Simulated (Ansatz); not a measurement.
## Carrier properties of MgO (I4/mmm)

Input:

```
MgO
1.0
    0.00000     2.10338     2.12512
    2.10338     0.00000     2.12512
    2.10338     2.10338     0.00000
Mg O
1 1
Direct
  0.00000   0.00000   0.00000
  0.50000   0.50000   0.50000
```

These are PBEsol, rigid bands (plane waves, PAW, scalar-relativistic; Ansatz, a quantum-chemistry and plane-wave program) values and carry that method's errors. Condition of this run: uniaxial stress zz = -2 GPa (compression positive) (the target of the relaxation). Geometry: cell and atoms relaxed with PBEsol, then loaded as said.

The band gap is 4.56 eV. The electron conductivity mass (300 K, dilute) comes out as 0.35 (x), 0.35 (y), 0.34 (z) mₑ. The hole conductivity mass (300 K, dilute) comes out as 2.3 (x), 2.3 (y), 2.3 (z) mₑ. The effective density of states N_c (300 K) is 5.2e18 cm⁻³, the effective density of states N_v (300 K) is 1.8e20 cm⁻³ and the density-of-states mass, electrons is 0.35 mₑ. The density-of-states mass, holes is 3.8 mₑ, the Seebeck coefficient, n-type 1e19 cm⁻³, 300 K is -171 μV/K and the best n-type power factor at 300 K for τ = 10 fs (best axis; densities from 1e16 to 1e21 cm⁻³ tried, whether or not they can be reached) is 2.4 μW/(cm·K²) at 3e19 cm⁻³. The Seebeck coefficient, p-type 1e19 cm⁻³, 300 K is 502 μV/K.

Rigid bands; masses and Seebeck coefficients take one relaxation time τ for all states and one kind of carrier; polarons and phonon drag are left out. Spin-orbit coupling is left out.
